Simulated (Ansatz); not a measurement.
Habitual settings against a tight run: PtAl2 (Fm-3m, 3 atoms in the cell)

Self-consistent single point.

```
CELL_PARAMETERS angstrom
      0.00000     2.91067     2.91067
      2.91067     0.00000     2.91067
      2.91067     2.91067     0.00000
ATOMIC_POSITIONS crystal
  Al 0.25000 0.25000 0.25000
  Al 0.75000 0.75000 0.75000
  Pt 0.00000 0.00000 0.00000
```

Method of the run: PBE (plane waves, PAW; Ansatz, a first-principles code).

Base settings: basis.ecutwfc = 420 eV; kpoints.mp_grid.grid = 13 13 13; hamiltonian.xc = pbe; hamiltonian.pseudopotentials = {kind: paw}, with the files named one by one; scf.occupations.method = cold; scf.occupations.width = 0.136 eV.

Tight run (finer mesh or higher cutoff; not a proven limit): basis.ecutwfc: 420 eV → 590 eV; kpoints.mp_grid.grid: 13 13 13 → 18 18 18; scf.convergence.dr2_threshold: default (1e-07 eV) → 1e-09 eV. It gave Fermi level (on the code's own zero) 12.10 eV; pressure 9.48 GPa.

Quick runs, as changes from the base:
- A: the base itself
- B: basis.ecutwfc: 420 eV → 250 eV; kpoints.mp_grid.grid: 13 13 13 → 1 1 1; hamiltonian.xc: pbe → lda; hamiltonian.pseudopotentials: {kind: paw}, with the files named one by one → {kind: paw} (the program's default PAW files) [LDA (PW92)]
- C: basis.ecutwfc: 420 eV → 335 eV; kpoints.mp_grid.grid: 13 13 13 → 2 2 2; scf.occupations.method: cold → methfessel_paxton; scf.occupations.width: 0.136 eV → 0.5 eV
- D: basis.ecutwfc: 420 eV → 210 eV; kpoints.mp_grid.grid: 13 13 13 → 2 2 2
- E: basis.ecutwfc: 420 eV → 210 eV; kpoints.mp_grid.grid: 13 13 13 → 8 8 8; hamiltonian.xc: pbe → lda; hamiltonian.pseudopotentials: {kind: paw}, with the files named one by one → {kind: paw} (the program's default PAW files); scf.convergence.dr2_threshold: default (1e-07 eV) → 0.001 eV [LDA (PW92)]

Energies are extrapolated to zero smearing width, which holds to low order in the width alone.

Dashes: energy of B, E, another energy zero.

† marks runs with another functional, U, potentials or spin treatment: their distance from the tight run is not a convergence error alone.

The count of work is k-points × plane waves × bands × iterations; it is no time. 

Pressures in the table are Ansatz's without its Pulay estimate, at a fixed set of plane waves; the tight run's value above holds the estimate.

The starting cell has typed, rounded lattice constants, without a prior relaxation at this level. Its lattice was rescaled by a random factor within 2.5 % of one. Spin polarisation is off. In the base run, with a pressure of about 9 GPa the cell is away from its equilibrium volume at this level.

```csv
run,energy less tight (meV/atom),pressure less tight (GPa),count of work / tight
A,-0.4,-0.11,0.19
B†,–,8.46,0.0018
C,-33.3,-5.63,0.0049
D,2464.7,-124.14,0.0023
E†,–,-131.00,0.019
```

Among the runs at the tight run's level, the energy misses run from 0.4 to 2464.7 meV/atom.

Left out of this page: 1 run of the series unsound by tests on forces, stress, charge or solver warnings.

Keys are those of Ansatz 0.2.
